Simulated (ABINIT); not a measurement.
**A short convergence ladder for CoSi2 (Fm-3m, 3 atoms in the cell)**

```
CoSi2
1.0
    0.00000     2.67196     2.67196
    2.67196     0.00000     2.67196
    2.67196     2.67196     0.00000
Co Si
1 2
Cartesian
  0.00000   0.00000   0.00000
  1.33598   1.33598   1.33598
  4.00794   4.00794   4.00794
```

Base method: PBEsol, norm-conserving pseudopotentials (PseudoDojo nc-sr-04 PBEsol standard) (plane waves; ABINIT).

Base settings: pseudos = [Co.upf, Si.upf]; ecut = 48 Ha; occopt = 3; tsmear = 0.1 eV; ngkpt = 5 5 5; nshiftk = 1; shiftk = 0 0 0; potentials = PseudoDojo nc-sr-04 PBEsol standard; nband = 18; kptopt = 1.

**Zone-centre phonons against the cutoff**

In this ladder: tolvrs = default; prtwf = default; prtden = default; istwfk = *1; tolvrs1 = 1e-16; ndtset = 2; prtwf1 = 1; getwfk2 = 1; kptopt2 = 2.

The mesh stays at the base's, so the ladder's end is converged at best in this setting alone.

Frequencies are those of the unrelaxed cell, without the LO-TO term of polar crystals.

Only quantities that move along the ladder and can be compared are tabulated.

```csv
ecut,highest zone-centre frequency (cm⁻¹)
24 Ha,323.9
29 Ha,326.0
34 Ha,329.9
48 Ha,331.4
```

Coarsest ecut that holds the highest zone-centre frequency within 5 cm⁻¹ of the last step, with all finer ones: 34 Ha; the step before is off by 5.4 cm⁻¹.

On the base run: the starting cell has typed, rounded lattice constants, without a prior relaxation at this level. Its lattice was rescaled by up to half a per cent. Spin polarisation is off. In the base run, with a pressure of about -3 GPa the cell is away from its equilibrium volume at this level. Without a gap this mesh is coarse (it stands for a supercell whose shortest vector is 19 Å).
